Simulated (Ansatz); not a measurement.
The starting structures come from a database of crystals and need not be the phases stable at ambient conditions.

By PBEsol, the system below comes out a metal.

The ballistic (Sharvin) conductance counts the channels at the Fermi level: G/A = (e²/h) × channels of both spins per area.

```yaml
crystal:
  lattice:
    - [4.86371, 0.00000, 0.00000]
    - [-2.43186, 4.21210, 0.00000]
    - [0.00000, 0.00000, 8.83217]
  atoms:
    - { symbol: Al, position: [0.00000, 0.00000, 0.75000] }
    - { symbol: Al, position: [0.00000, 0.00000, 0.25000] }
    - { symbol: Al, position: [0.33333, 0.66667, 0.75000] }
    - { symbol: Al, position: [0.66667, 0.33333, 0.25000] }
    - { symbol: Al, position: [0.66251, 0.00000, 0.00000] }
    - { symbol: Al, position: [0.66251, 0.66251, 0.50000] }
    - { symbol: Al, position: [0.00000, 0.66251, 0.00000] }
    - { symbol: Al, position: [0.33749, 0.00000, 0.50000] }
    - { symbol: Al, position: [0.33749, 0.33749, 0.00000] }
    - { symbol: Al, position: [0.00000, 0.33749, 0.50000] }
    - { symbol: W, position: [0.33333, 0.66667, 0.25000] }
    - { symbol: W, position: [0.66667, 0.33333, 0.75000] }
```

Space group of this cell: P6_322. The cell is taken as given; by PBEsol its mean pressure is 0.6 GPa.

The current flows along the normal of the first two printed cell vectors, the (001) plane of the conventional cell. No spin-orbit coupling; the value is a mean over 0.1 eV about the Fermi level.

Problem. Give the ballistic conductance per area that PBEsol in Ansatz (a quantum-chemistry and plane-wave program) yields.

Solution. 0.28 × 10¹⁵ S/m² for both spins.
